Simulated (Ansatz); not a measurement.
This concerns the energy of the reaction as written. Reaction: 1/2 cell B + 1/2 Cl2 (gas) → cell A. A negative value means that the right-hand side lies lower.

Cell A: a slab of Ru (hcp, P6₃/mmc) cut along (0001), 16 atoms, oblique cell of 5.44 × 2.72 Å (12.8 Å²), symmetry Pmm2 within 0.02 Å, 16.7 Å thick under 16 Å of vacuum, in-plane vectors held at the crystal's; planes from bottom to top: Cl | Ru2 × 7 | Cl; added, foreign or displaced atoms, above the top plane and below the bottom plane: two times Cl bound to 3 Ru at 2.43–2.55 Å; spin state with PBE: run without spin, k-point mesh 10×20×1.
```
Ru7Cl
1.0
    5.44359     0.00000     0.00000
    1.36090     2.35714     0.00000
    0.00000     0.00000    32.48300
Ru Cl
14 2
Direct
  0.00598   0.99402   0.30444
  0.50548   0.99452   0.30321
  0.83551   0.66449   0.36733
  0.33885   0.66115   0.36772
  0.00154   0.99846   0.43383
  0.50466   0.99534   0.43349
  0.83635   0.66365   0.50000
  0.33719   0.66281   0.50000
  0.00154   0.99846   0.56617
  0.50466   0.99534   0.56651
  0.83551   0.66449   0.63267
  0.33885   0.66115   0.63228
  0.00598   0.99402   0.69556
  0.50548   0.99452   0.69679
  0.30455   0.69545   0.75655
  0.30455   0.69545   0.24345
```

Cell B: a slab of Ru (hcp, P6₃/mmc) cut along (0001), 30 atoms, hexagonal cell of 5.44 Å (25.7 Å²), symmetry P-6m2 within 0.02 Å, 16.7 Å thick under 16 Å of vacuum, in-plane vectors held at the crystal's; planes from bottom to top: Cl | Ru4 × 7 | Cl; added, foreign or displaced atoms, above the top plane and below the bottom plane: two times Cl bound to 3 Ru at 2.49 Å; spin state with PBE: run without spin, k-point mesh 10×10×1.
```xyz
30
Lattice="5.4436 0.0000 0.0000 2.7218 4.7143 0.0000 0.0000 0.0000 32.4830" Properties=species:S:1:pos:R:3 pbc="T T T"
Ru     0.0000     0.0000     9.9020
Ru     2.7218     0.0178     9.8625
Ru     1.3763     2.3482     9.8625
Ru     4.0673     2.3482     9.8625
Ru     5.4436     1.5737    11.9255
Ru     2.7218     1.5714    11.9527
Ru     6.8025     3.9274    11.9255
Ru     4.0847     3.9274    11.9255
Ru     0.0000     0.0000    14.1023
Ru     2.7218    -0.0079    14.0833
Ru     1.3541     2.3611    14.0833
Ru     4.0895     2.3611    14.0833
Ru     5.4436     1.5750    16.2415
Ru     2.7218     1.5714    16.2415
Ru     6.8014     3.9268    16.2415
Ru     4.0858     3.9268    16.2415
Ru     0.0000     0.0000    18.3807
Ru     2.7218    -0.0079    18.3997
Ru     1.3541     2.3611    18.3997
Ru     4.0895     2.3611    18.3997
Ru     5.4436     1.5737    20.5575
Ru     2.7218     1.5714    20.5303
Ru     6.8025     3.9274    20.5575
Ru     4.0847     3.9274    20.5575
Ru     0.0000     0.0000    22.5810
Ru     2.7218     0.0178    22.6205
Ru     1.3763     2.3482    22.6205
Ru     4.0673     2.3482    22.6205
Cl     2.7218     1.5714    24.5685
Cl     2.7218     1.5714     7.9145
```

Reference: an isolated Cl2 molecule (singlet) in a box of 11 × 11 × 14 Å.

Computed with Ansatz (plane waves, PAW), its PAW set soft_1, cutoff 420 eV, 500 eV for r2SCAN. The structures are at rest with PBE, within the held lattices; other levels are single points on them. Neutral cells; Fermi-Dirac smearing of at most 0.10 eV in the solids, energies taken to zero width. The lattices are those relaxed with PBE, so at other levels the solids can be strained, which adds to the spread. Larger cells are relaxed from a start prepared with the learned potential CHGNet till forces fall under 0.03 eV/Å, which some starts already meet. A dispersion term (D3(BJ), or D4 for r2SCAN) was computed beside these levels and is taken off wherever the name lacks it. Space groups of crystals are read within 0.01 Å. No zero-point or thermal terms. The structures are the rest points that the relaxations reached, not proven lowest. The d electrons get no Hubbard U. No correction for cell size. Cell A has symmetry Pmm2 within 0.02 Å and got no random move, so less symmetric positions, which may lie lower, weren't tried. Cell B has symmetry P-6m2 within 0.02 Å and got no random move, so less symmetric positions, which may lie lower, weren't tried.

Problem. Predict the value from r2SCAN.

Solution. -0.92 eV, for 1/2 cell B + 1/2 Cl2 (gas) → cell A.

Problem. How does the value move with the functional?

Solution. 
| Level | value (eV) | less r2SCAN |
|---|---|---|
| PBE | -0.71 | 0.21 |

The levels shown span 0.21 eV, from r2SCAN (-0.92) to PBE (-0.71).

Ansatz is an electronic-structure program.
